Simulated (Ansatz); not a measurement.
The parent structure is PbO (space group P4/nmm, No. 129; a = 3.9696 Å, c = 4.7054 Å). Axes: x, y, z lie along a, b, c of the conventional cell.

Level of theory: PBEsol-D3(BJ) in Ansatz (plane waves to 420 eV, PAW, no SOC).

For the base:

```
Item                Value
---------------  --------
Volume per atom  18.54 Å³
```

The change: tensile biaxial strain of 3.00 % in the plane normal to [001], as in epitaxy on a mismatched substrate; the out-of-plane cell vector and the atoms relax.

How does this affect the volume per atom?

The volume per atom rises by 0.117 Å³, from 18.54 Å³ to 18.65 Å³.

Stability against distortions was not tested.

Ansatz is an electronic-structure program.
